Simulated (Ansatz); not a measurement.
GaN (P6_3mc) under biaxial stress in the c plane (compression positive): band gap by PBE with spin-orbit coupling, rigid bands (plane waves, PAW; Ansatz, an electronic-structure program). The unloaded cell, whose axes the loads refer to:

Space group P6₃mc (No. 186); a = 3.1826 Å, b = 3.1826 Å, c = 5.1854 Å, α = 90.00°, β = 90.00°, γ = 120.00°

| atom | site | symmetry | x | y | z |
|---|---|---|---|---|---|
| Ga | 2b | 3m. | 0.6667 | 0.3333 | 0.4992 |
| N | 2b | 3m. | 0.3333 | 0.6667 | 0.3758 |

```json
[
 {"biaxial stress in the c plane (compression positive) (GPa)": "-16", "volume per atom (Å³)": "12.15", "band gap (eV)": "1.359"},
 {"biaxial stress in the c plane (compression positive) (GPa)": "-4", "volume per atom (Å³)": "11.54", "band gap (eV)": "?"},
 {"biaxial stress in the c plane (compression positive) (GPa)": "0", "volume per atom (Å³)": "11.37", "band gap (eV)": "1.930"},
 {"biaxial stress in the c plane (compression positive) (GPa)": "4", "volume per atom (Å³)": "11.22", "band gap (eV)": "1.966"},
 {"biaxial stress in the c plane (compression positive) (GPa)": "8", "volume per atom (Å³)": "11.07", "band gap (eV)": "1.988"},
 {"biaxial stress in the c plane (compression positive) (GPa)": "12", "volume per atom (Å³)": "10.93", "band gap (eV)": "1.995"}
]
```

Problem. Fit a straight line to band gap against the load over the rows given, and predict the row at -4 GPa.

Solution. The means are x̄ = 1.600 GPa and ȳ = 1.8476; Σ(x − x̄)(y − ȳ) = 11.18 and Σ(x − x̄)² = 467.2, so the slope is 23.9 meV per GPa, and the rows given lie within 120 meV of the line. At -4 GPa the line gives 1.714 eV; the calculation gives 1.839 eV, 6.8 % from it, so the trend bends or changes character over this range.

 Stresses and pressures are the targets of the relaxation. The structure type is held at every load. Geometry: cell and atoms relaxed with PBEsol.
